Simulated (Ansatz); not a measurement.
Data:

```xyz
6
Lattice="0.0000 0.0000 -5.5463 -5.7514 0.0000 0.0000 2.8757 4.9019 2.7732" Properties=species:S:1:pos:R:3 pbc="T T T"
S      1.7153     3.7688    -2.7732
S     -1.7153     3.7688     0.0000
S     -1.1605     1.1331    -2.7732
S     -4.5910     1.1331     0.0000
Si     0.0000     0.0000    -1.3866
Si    -5.7514     0.0000    -4.1597
```

No spin polarisation.

Calculations: r2SCAN (Ansatz, a quantum-chemistry and plane-wave program, PAW, scalar-relativistic without spin-orbit coupling). k-mesh 8×8×8 (Γ-centred); smearing 0.05 eV (Fermi–Dirac).

Problem. Predict the smallest direct gap and band gap.

Solution. The smallest direct gap is 3.58 eV and the band gap is 3.28 eV.

A biaxial case was relaxed in a doubled cell and then solved in the primitive one. The cells carry an imposed strain or load. Stability against distortions was not tested. The cell was made from SiS2 (space group Ibam, No. 72; made of chains) by this change: biaxial strain −0.89 %, plane normal [001], relaxed out of plane. No dispersion term is included, though the crystal is made of layers, chains or molecules, so its spacings can come out too wide.
